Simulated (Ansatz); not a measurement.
## Response to strain in Hf

The parent structure is Hf in the hcp (Mg type) structure (space group P6_3/mmc, No. 194; a = 3.204 Å, c = 5.073 Å; relaxed with 0.1 eV smearing).

Strains are applied to the cell and any free atomic positions relax.

Level of theory: PBE (Ansatz, a first-principles code; PAW; 420 eV plane waves; spin-orbit coupling left out).

Candidates:
(a) isotropic strain −2.00 %
(b) isotropic strain +2.00 %
(c) isotropic strain −2.50 %

Notes on the quantities. energy relative to the base: free energy F.

Task: Order them by energy relative to the base, lowest first.

Result: (b) isotropic strain +2.00 % (+26 meV/atom), (a) isotropic strain −2.00 % (+28 meV/atom), (c) isotropic strain −2.50 % (+45 meV/atom)

Whether these cells are dynamically stable was not tested. The final runs are not spin-polarised.
